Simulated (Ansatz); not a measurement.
Worked example: self-consistent single point of LaB₆ (Pm-3m, 7 atoms in the cell) in Ansatz (an electronic-structure program)

Method of the run: PBE (plane waves, PAW; Ansatz).

The input file:

Ansatz 0.2 input:
```yaml
# LaB6
crystal:
  lattice:
    - [4.147520, 0.000000, 0.000000]
    - [0.000000, 4.147520, 0.000000]
    - [0.000000, 0.000000, 4.147520]
  atoms:
    - { symbol: La, position: [0.000000, 0.000000, 0.000000] }
    - { symbol: B, position: [0.801000, 0.500000, 0.500000] }
    - { symbol: B, position: [0.500000, 0.199000, 0.500000] }
    - { symbol: B, position: [0.500000, 0.801000, 0.500000] }
    - { symbol: B, position: [0.199000, 0.500000, 0.500000] }
    - { symbol: B, position: [0.500000, 0.500000, 0.801000] }
    - { symbol: B, position: [0.500000, 0.500000, 0.199000] }
basis:
  ecutwfc: 420.0 eV
kpoints:
  mp_grid: { grid: [8, 8, 8] }
hamiltonian:
  xc: pbe
  pseudopotentials: { kind: paw }
scf:
  occupations: { method: fermi_dirac, width: 0.1 eV }
output:
  forces: true
  eigenvalues: true
  stress: true
```

Output (repeated stretches shortened):

```
WARN ansatz: RAYON_NUM_THREADS=1 ignored (pool sized by the plan → 1); use --threads N
Pseudopotentials: kind: paw
Pseudopotential: La, paw, valence charge 11
Pseudopotential: B, paw, valence charge 3
Crystal: 7 atoms, lattice volume = 71.345 Å³
Basis set: ecut = 420 eV, 1365 PW (Γ), exchange–correlation on 60×60×60 points (8 copies of the dense FFT grid, shifted against one another)
Bands: 22, of which v1, the nominal top of the filled ones, is band 15 counted from 1 (14 counted from 0)
Symmetry: 48 space group operations
Space group: Pm-3m (ITA 221), of the structure as read, at distance tolerance 4.1e-5 Å
k-points: 35 of 512
Initial density: superposition of atomic densities (neutral atoms: chi_scale 0, normalization atom), corrected by the library's trained network
Initial wavefunctions: pseudopotential atomic-orbital guess
Eigensolver: davidson
Functional: x = pbe(κ = 0.804, μ = 0.2195149727645171), c = pbe(β = 0.06672455060314922)
SCF iter   1: F=—  HF=-7189.524899 eV  |F-HF|=—  |Δ(HF+E_count)|=         —  Δρ=3.82e-3  dr2=1.09e-2  ethr=1.77e-3  ⟨swp⟩=4.6  Hψ=3489  notcnv=0
all-band conjugate gradients solve this SCF's bands
preconditioner: auto → Kerker (q_TF=auto, 2.348 Å⁻¹)
SCF iter   2: F=—  HF=-7189.521835 eV  |F-HF|=—  |Δ(HF+E_count)|=   3.06e-3  Δρ=1.68e-3  dr2=1.90e-3  ethr=3.75e-5  ⟨swp⟩=2.5  Hψ=1719  notcnv=0
SCF iter   3: F=—  HF=-7189.521371 eV  |F-HF|=—  |Δ(HF+E_count)|=   4.63e-4  Δρ=3.97e-4  dr2=1.28e-4  ethr=6.54e-6  ⟨swp⟩=2.0  Hψ=1500  notcnv=0
SCF iter   4: F=—  HF=-7189.521372 eV  |F-HF|=—  |Δ(HF+E_count)|=   1.11e-6  Δρ=7.16e-5  dr2=3.73e-6  ethr=4.42e-7  ⟨swp⟩=2.2  Hψ=1101  notcnv=0
SCF iter   5: F=—  HF=-7189.521390 eV  |F-HF|=—  |Δ(HF+E_count)|=   1.78e-5  Δρ=2.07e-5  dr2=3.95e-7  ethr=1.29e-8  ⟨swp⟩=2.4  Hψ=1272  notcnv=0
SCF iter   6: F=-7189.521390 eV  HF=-7189.521390 eV  |F-HF|=3.22e-9  |Δ(HF+E_count)|=   1.61e-7  Δρ=4.05e-6  dr2=8.80e-9  ethr=3.45e-10  ⟨swp⟩=6.2  Hψ=3525  notcnv=0
SCF 1 converged in 6 iterations: F = -7189.521390 eV  dr2 = 8.80e-9
SCF converged after 6 iterations
Free energy (F): -7189.521390 eV
Harris-Foulkes:  -7189.521390 eV  (|F-HF|=3.22e-9)
Internal energy: -7189.495364 eV  (E = F + TS)
E sigma→0 (E₀):  -7189.508377 eV
Entropy (-TS):   -0.026026 eV (-3.718 meV/atom)
Fermi energy:    12.137675 eV
--- Per-component energies (eV) ---
  E_band       = 50.240394
  E_kinetic    = 493.045711
  E_local      = -383.487329  (includes V_loc(G=0)·N_el)
  E_nonlocal   = 166.139559
  E_hartree    = 118.375545
  E_xc         = -335.353518
  E_vxc        = -380.651223  (∫ρ·V_xc dr)
  E_paw        = -5889.784487  (= ΣΔE_a)
  E_vpaw       = -81.558524  (= ΣTr[D̂ρ^β])
  E_aug_tail   = -0.000016  (compensation charges beyond the density's cutoff)
  E_ewald      = -1358.430829
  E_smearing   = -0.026026  (= −TS)
  E_closure    = 0.000000  (closes the sum)
  Σ components = -7189.521390   (vs F -7189.521390, Δ=0.00e0)
--- Forces (eV/Å), atoms counted from 1 ---
  atom   1  La     0.00000000    -0.00000000     0.00000000
  atom   2  B     -0.19749976    -0.00000000     0.00000000
  atom   3  B     -0.00000000     0.19749976     0.00000000
  atom   4  B      0.00000000    -0.19749976     0.00000000
  atom   5  B      0.19749976     0.00000000    -0.00000000
  atom   6  B      0.00000000     0.00000000    -0.19749976
  atom   7  B      0.00000000     0.00000000     0.19749976
  max |Σ_I F_I| component: 5.55e-17 eV/Å
--- Stress (GPa, compression-positive) ---
        0.809022       0.000000       0.000000
        0.000000       0.809022       0.000000
       -0.000000       0.000000       0.809022
  P = ⅓ Tr σ = 0.8090 GPa (8.090 kbar)
  The stress holds the Pulay correction. Without it, at fixed plane waves, as pw.x and ABINIT print it: P = 0.5582 GPa
--- Band table (eV; the first three rows and the last of 35) ---
  k-point 0: bands = ["-20.8324", "-4.5673", "-4.5673", "-4.5673", "-3.3241", "4.2824", "4.6752", "4.6752", "4.6752", "5.1916", "5.1916", "10.3617", "10.3617", "10.3617", "12.3747", "12.3747", "12.3747", "13.7076", "13.7076", "13.9899", "14.1664", "14.1664"]
  k-point 1: bands = ["-20.8287", "-4.7327", "-4.5552", "-4.5552", "-3.1488", "3.4654", "4.6663", "4.6663", "4.7750", "5.2533", "6.1334", "9.9321", "9.9321", "10.4115", "11.6993", "12.8502", "12.8502", "13.7353", "14.0106", "14.0116", "14.1851", "14.1851"]
  k-point 2: bands = ["-20.8198", "-5.0371", "-4.5258", "-4.5258", "-2.8034", "2.5052", "4.6396", "4.6396", "5.0276", "5.4167", "7.4208", "9.2995", "9.2995", "10.5397", "10.7168", "13.4560", "13.4560", "13.7411", "14.0833", "14.1844", "14.2387", "14.2387"]
  k-point 34: bands = ["-20.7598", "-4.8527", "-4.8527", "-4.8527", "-2.4541", "2.1521", "2.1521", "2.1521", "7.4905", "7.4905", "7.4905", "9.8007", "9.8007", "9.8007", "13.6454", "13.9109", "13.9109", "13.9109", "13.9300", "13.9300", "13.9300", "16.5785"]
```

The run converged in 6 iterations.

The starting cell has typed, rounded lattice constants, without a prior relaxation at this level. Its lattice was rescaled by up to half a per cent. Ansatz's pressure includes its estimate of the finite-basis (Pulay) stress.
